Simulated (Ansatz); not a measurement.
Point defect Zn on the S site in zinc-blende ZnS

Level of theory: PBE, PAW (plane waves to 420 eV; Ansatz, a program for electronic structure). A supercell of 64 sites (2×2×2 repeats of a cell of 8 atoms) was used; the energies come from a 2×2×2 shifted sampling of its zone. Site at the start: the S site. Energies of charged states are corrected for periodic images (point charge plus alignment at distant sites). Dielectric constants: PBE linear response of the host. Host gap at this level: 2.01 eV. These values are not converged in cell size to better than tenths of an eV. Levels are measured in PBE's own, too narrow, gap. Spin–orbit coupling is left out. Each state is the lowest found from its start.

Formation energies E_f are given with the Fermi level at the valence-band maximum. Chemical conditions: S-rich (Δμ(S) = 0.00 eV, Δμ(Zn) = -1.65 eV; only phases computed here count, gases as isolated molecules at 0 K); Zn-rich (Δμ(S) = -1.65 eV, Δμ(Zn) = 0.00 eV; only phases computed here count, gases as isolated molecules at 0 K). Reference phases: S: S8 molecule in a box, Zn: hcp Zn.

Charges with a result: +4, +3, +2, +1, 0. Others weren't obtained, and one of them could lie lower, also by skipping a charge.

```csv
charge,moment (μB),largest move off a lattice site (Å),image correction with alignment (eV),"E_f, S-rich (eV)","E_f, Zn-rich (eV)"
+4*,not spin-polarised,0.46,–,–,–
+3*,quenched,0.47,–,–,–
+2,not spin-polarised,0.46,0.68,3.51,0.21
+1,1.0,0.28,0.17,4.87,1.57
0†,not spin-polarised,0.47,0.00,6.33,3.03
```

* At this level the carrier isn't localised at the defect: at charge +4 holes occupy the valence band; at charge +3 holes occupy the valence band. Such a state is shallow or no state of the defect, and this cell gives it no level.

† Not settled in this cell, so no level is given: charge 0: no spin-polarised start tried.

Starting moments that weren't kept: charge +3 began with 1 μB and ended with 0.0.

Transition levels above the valence-band maximum: ε(+2/+1) = 1.36 eV. With a charge missing or unsettled, these needn't be thermodynamic levels.

Flagged in the runs: a doubtful potential alignment.
